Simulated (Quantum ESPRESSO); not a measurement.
## Several settings converged on NbH (Cmme, 4 atoms in the cell)

```yaml
crystal:
  lattice:
    - [1.83983, -2.38602, 0.00000]
    - [1.83983, 2.38602, 0.00000]
    - [0.00000, 0.00000, 4.78982]
  atoms:
    - { symbol: Nb, position: [0.75000, 0.25000, 0.26884] }
    - { symbol: Nb, position: [0.25000, 0.75000, 0.73116] }
    - { symbol: H, position: [0.25000, 0.25000, 0.00000] }
    - { symbol: H, position: [0.75000, 0.75000, 0.00000] }
```

Base method: LDA (PZ), GBRV 1.5 ultrasoft (LDA) pseudopotentials (plane waves; Quantum ESPRESSO).

Base settings: ecutwfc = 40 Ry; ecutrho = 320 Ry; occupations = smearing; smearing = fermi-dirac; degauss = 0.0073499 Ry; potentials = {Nb: nb_lda_v1.uspp.F.UPF, H: h_lda_v1.4.uspp.F.UPF}; K_POINTS = automatic 5 5 3 0 0 0; conv_thr = 1e-10 Ry; mixing_beta = 0.7.

Core times come from one kind of shared machine, to one figure; runs under 30 s give none.

**Zone-centre phonons against the cutoff**

In this ladder: ph.x.tr2_ph = 1e-14; ph.x.fildyn = dyn.G; dynmat.x.fildyn = dyn.G; dynmat.x.asr = crystal. Moved along: ecutrho.

The mesh stays at the base's, so the ladder's end is converged at best in this setting alone.

Frequencies are those of the unrelaxed cell, without the LO-TO term of polar crystals.

Only quantities that move along the ladder and can be compared are tabulated.

```tsv
ecutwfc	highest zone-centre frequency (cm⁻¹)
20 Ry	1365.5
24 Ry	1369.5
28 Ry	1367.4
34 Ry	1367.2
40 Ry	1367.2
48 Ry	1367.2
60 Ry	1368.1
```

Coarsest ecutwfc that holds the highest zone-centre frequency within 2 cm⁻¹ of the last step, with all finer ones: 24 Ry; the step before is off by 2.6 cm⁻¹.

**Zone-centre phonons against the SCF threshold**

In this ladder: ph.x.tr2_ph = 1e-14; ph.x.fildyn = dyn.G; dynmat.x.fildyn = dyn.G; dynmat.x.asr = crystal.

The mesh stays at the base's, so the ladder's end is converged at best in this setting alone.

Frequencies are those of the unrelaxed cell, without the LO-TO term of polar crystals.

Only quantities that move along the ladder and can be compared are tabulated.

| conv_thr | highest zone-centre frequency (cm⁻¹) | lowest optical frequency (cm⁻¹) | core time / last (rough) |
|---|---|---|---|
| 7.3e-05 Ry | 1353.9 | 136.5 | 1 |
| 7.3e-07 Ry | 1368.3 | 139.1 | 0.7 |
| 7.3e-09 Ry | 1367.1 | 139.7 | 1 |
| 7.3e-11 Ry | 1367.2 | 139.7 | 0.7 |
| 7.3e-13 Ry | 1367.2 | 139.7 | 1 |

Coarsest conv_thr that holds the lowest optical frequency within 1 cm⁻¹ of the last step, with all finer ones: 7.3e-07 Ry; the step before is off by 3.2 cm⁻¹.

Coarsest conv_thr that holds the highest zone-centre frequency within 5 cm⁻¹ of the last step, with all finer ones: 7.3e-07 Ry; the step before is off by 13 cm⁻¹.

On the base run: the starting cell comes from a database of computed structures (which also holds hypothetical and non-ambient phases and stackings), without a prior relaxation at this level. Its lattice was rescaled by up to half a per cent. Spin polarisation is off. In the base run, with a pressure of about -9 GPa the cell is away from its equilibrium volume at this level. Without a gap this mesh is coarse (it stands for a supercell whose shortest vector is 14 Å).
